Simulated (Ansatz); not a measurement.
System: Ca₃SbN (Pm-3m, No. 221, 5 atoms in the cell; start mp-1013548). Method: PBEsol+SOC in Ansatz (PAW).

Numerical settings: plane-wave cutoff 520 eV, 8×8×8 k mesh, Fermi–Dirac smearing 0.01 eV, PAW data made under PBE.

Cell (relaxed with PBEsol):

Space group Pm-3m (No. 221); a = 4.8030 Å, b = 4.8030 Å, c = 4.8030 Å, α = 90.00°, β = 90.00°, γ = 90.00°

| atom | site | symmetry | x | y | z |
|---|---|---|---|---|---|
| Ca | 3c | 4/mm.m | 0.0000 | 0.5000 | 0.5000 |
| Sb | 1a | m-3m | 0.0000 | 0.0000 | 0.0000 |
| N | 1b | m-3m | 0.5000 | 0.5000 | 0.5000 |

Estimate the band gap that the calculation returns.


- band gap = 0.22 eV (direct)

Static lattice: no zero-point or thermal effects.

It cost about 110 core-seconds (a rough figure) of CPU time.

A start named mp-… is a Materials Project structure, which need not be a measured phase.

Ansatz is a quantum-chemistry and plane-wave program.
